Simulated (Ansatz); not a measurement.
CuZn: transverse stress against strain

CuZn (CsCl type, Pm-3m, 12.302 Å³/atom at rest, cube axes along x, y and z) under a strain ε along a cube axis (axis z), the other axes held. PBEsol in Ansatz, a plane-wave DFT program (PAW, default set), 420 eV, 20×20×20 Γ-centred mesh, Fermi-Dirac smearing 0.10 eV; ions are relaxed within the symmetry of each cell. Stress is positive for a compressed cell.

Here s stands for strain and y for stress xx.

| strain (%) | stress xx (GPa) |
|---|---|
| -3.00 | ? |
| -1.50 | 2.13 |
| -1.00 | 1.41 |
| -0.50 | 0.70 |
| 0.00 | 0.00 |
| 0.50 | -0.68 |
| 1.00 | -1.34 |
| 1.50 | -1.98 |

Fit y of the 7 rows that show it with a straight line. Means: s 0, y 0.034. About the means, the sum of products is -9.6050 and the sum of squares of s is 7.0000; the slope is their ratio. Least squares gives y = 0.034 - 1.3721·s. Residuals (row less fit): 0.038, 0.004, -0.020, -0.034, -0.028, -0.002, 0.044; standard error 0.034 (degrees of freedom: 5). The slope gives the elastic constant C12 = 137 ± 1.3 GPa.

Question: Estimate the missing y (s = -3.00); what did the run itself give?

Answer: y = 0.034 - 1.3721 × (-3.0) = 4.150 GPa. The calculation gives 4.37 GPa, 0.220 GPa above the prediction (3.5 % of the range of y in the table). The row lies outside the fitted rows, so this is an extrapolation. From the scatter of the fitted rows alone, a prediction at this place has a standard error of 0.053 GPa, so the miss is 4.2 times that.

One order more, fitted to all 13 runs of the series, follows each within 0.01, so the miss is the next term of a smooth law. In a metal these values are sensitive to mesh and smearing; energies are taken to zero smearing, stresses follow the free energy. Rows are the converged runs of the series near zero and its far end; series whose fitted rows scatter by over a few per cent of the range, as at a crossing or softening among them, aren't shown in this form. Most that stay on the fit to the last digits aren't either.
